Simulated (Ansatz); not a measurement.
Start from HfO₂ (space group P4_2/nmc, No. 137; a = 3.577 Å, c = 5.204 Å).

Now apply this change: a hydrostatic pressure of 1.5 GPa.

Computed with r2SCAN/PAW in Ansatz (a quantum-chemistry and plane-wave program), spin-orbit coupling left out, earlier PAW set.

Base, band edges from the VBM (valence, conduction): A -0.02, 6.46; M -0.51, 6.30; R -0.94, 5.77; X -0.15, 5.63; Z 0.00, 5.92; Γ -0.07, 5.27 eV.

### Question
Give the band edges at the high-symmetry points of the new zone, measured from its valence-band maximum.

### Answer
```json
[
 {"point": "Γ", "valence edge (eV)": "-0.07", "conduction edge (eV)": "5.27"},
 {"point": "X", "valence edge (eV)": "-0.15", "conduction edge (eV)": "5.65"},
 {"point": "M", "valence edge (eV)": "-0.46", "conduction edge (eV)": "6.28"},
 {"point": "Z", "valence edge (eV)": "0.00", "conduction edge (eV)": "5.94"},
 {"point": "R", "valence edge (eV)": "-0.96", "conduction edge (eV)": "5.79"},
 {"point": "A", "valence edge (eV)": "0.00", "conduction edge (eV)": "6.49"}
]
```

The gap is 5.27 eV, indirect, Z → Γ.

Spin-orbit coupling, missing from the scalar runs, can matter with Hf. Load acts through the strain it causes; cell and atoms are relaxed under it. Stability against distortions was not tested. This is not the structure that HfO2 has at room temperature and ambient pressure.
